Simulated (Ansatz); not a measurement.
## PbI2 under a change: biaxial strain +3.91 %, plane normal [001], relaxed out of plane

Consider PbI$_{2}$ in the CdI2 type structure (space group P-3m1, No. 164; a = 4.5590 Å, c = 6.9727 Å). Axes: x lies along a and z along c of the hexagonal cell.

One thing is altered: tensile biaxial strain of 3.91 % in the plane normal to [001], as in epitaxy on a mismatched substrate; the out-of-plane cell vector and the atoms relax.

Calculations: PBE-D3(BJ) (Ansatz, a quantum-chemistry and plane-wave program), scalar-relativistic without spin-orbit coupling. Γ-centred 8×8×5 mesh, Fermi–Dirac width 0.05 eV.

| quantity | base | changed | shift |
|---|---|---|---|
| volume per atom | 41.84 Å³ | 43.32 Å³ | +1.486 Å³ |
| space group | P-3m1 (No. 164) | P-3m1 (No. 164) | – |
| shortest interatomic distance | 3.240 Å | 3.266 Å | +0.026 Å |
| pressure (mean of the normal stresses, compression positive) | 0.0 kbar | -6.0 kbar | -6.0 kbar |
| band gap | 2.18 eV | 2.04 eV | -0.147 eV |
| gap character | direct at A | indirect, H → A | – |
| smallest direct gap | 2.18 eV | 2.14 eV | -0.04 eV |
| width of the top valence band | 0.95 eV | 0.70 eV | -0.25 eV |
| electron mass | 1.0 mₑ along k, 0.23 mₑ across (at A) | 1.4 mₑ along k, 0.26 mₑ across (at A) | – |
| out-of-plane strain | – | -4.09 % | – |
| ratio −ε⊥/ε∥ | – | 1.05 | – |
| mean in-plane stress (compression positive) | – | -0.9 GPa | – |

Cost of the whole job for the changed cell (relaxation, final SCF and bands): very roughly 110 core-seconds.

Spin-orbit coupling, missing from the scalar runs, can matter with I and Pb. Masses are band curvatures over ±0.01 Å⁻¹ around the edge. Along k means along the line from Γ to the band edge. No phonon test of stability was made.
